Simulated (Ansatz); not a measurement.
The parent structure is Ti in the hcp (Mg type) structure (space group P6_3/mmc, No. 194; a = 2.864 Å, c = 4.537 Å; relaxed with 0.1 eV smearing). Axes: x lies along a and z along c of the hexagonal cell.

Method: DFT with LDA, PAW potentials and a 420 eV plane-wave cutoff in Ansatz (a first-principles code), no SOC.

Before the change:

| Item | Result |
|---|---|
| Pressure | 0.0 GPa |

Now apply this change: the cell is compressed by 3.00 % along z with no lateral relaxation; the atoms relax in the strained cell.

### Question
What happens to the energy relative to the base?

### Answer
The energy grows by 9.7 meV/atom.

### Question
What does the calculation give for the pressure after the change?

### Answer
The pressure (mean of the normal stresses, compression positive) goes from zero to 4.2 GPa.

Stability against distortions was not tested. The final runs are not spin-polarised.
